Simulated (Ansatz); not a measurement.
LiTaO3 (model structure, P4mm, No. 99, 5 atoms in the cell): smallest direct gap on the k points sampled by level of theory

No measured value is used here.

Question: Put these levels in order of the smallest direct gap on the k points sampled that they give for LiTaO3 (model structure, P4mm, No. 99, 5 atoms in the cell), smallest first: HSE06+SOC (Ansatz, an electronic-structure program), LDA (Ansatz), PBE0 (Ansatz), dielectric-dependent PBEsol hybrid (Ansatz).

Answer: LDA (3.04 eV), HSE06+SOC (4.72 eV), dielectric-dependent PBEsol hybrid (5.16 eV), PBE0 (5.51 eV)

At these levels the smallest gap is indirect and lower: PBE0 4.52, LDA 2.14, HSE06+SOC 3.75, dielectric-dependent PBEsol hybrid 4.17 eV. Computed values are for a static lattice. Spin–orbit coupling is included only where a level's name says +SOC; with heavier elements it mostly lowers gaps and can invert bands.  Values are at the PBEsol cell. Cutoffs and k meshes differ between the levels. Ansatz's density-functional and Hartree–Fock values are scalar-relativistic unless marked +SOC, with PAW data made under PBE.

A model structure was made by putting elements into a prototype or built by hand; it is no filed structure, need not be a known phase, and can be a saddle point held by its symmetry.
